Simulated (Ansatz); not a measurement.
Ir (Fm-3m), Ansatz (a program for electronic structure) with PBEsol, DFPT electron-phonon coupling, linearised Boltzmann equation. Phonon-limited resistivity 4.42 μΩ·cm at 300 K, 6.01 μΩ·cm at 400 K, current-weighted mean free path 9.1 nm, Drude plasma energy 10.63 eV.

Question: Estimate the electronic thermal conductivity at 300 K by the Wiedemann-Franz law (L₀ = 2.44×10⁻⁸ W·Ω/K²).

Answer: L₀T/ρ = 2.44×10⁻⁸ × 300/(4.42×10⁻⁸) = 166 W/(m·K). Inelastic scattering puts the true Lorenz number somewhat under L₀ near and below the Debye temperature.

Question: What temperature coefficient of resistance follows, and how does it compare with 1/T?

Answer: (ρ₄₀₀ − ρ₃₀₀)/(100 K × ρ₃₀₀) = 3.60×10⁻³ K⁻¹, against 1/T = 3.33×10⁻³ K⁻¹ for a resistivity proportional to T. It lies higher because phonons are still being populated at 300 K; impurities would add a constant and lower it.

Question: What is the classical skin depth at 1 GHz (nonmagnetic, μ₀ = 1.257×10⁻⁶ H/m)?

Answer: δ = √(ρ/(π f μ₀)) = 3350 nm.

A metal at this level (no band gap). Only scattering by harmonic phonons is included (no impurities, grain boundaries, electron-electron scattering or thermal expansion). Spin-orbit coupling is left out, which matters with elements this heavy. Halving the electron mesh (28x28x28) moves the resistivity by up to 8 % at 300 K, the mean free path by up to 3 %. Smearing 0.20 eV; phonons on a 6x6x6 q mesh, which this run doesn't test.
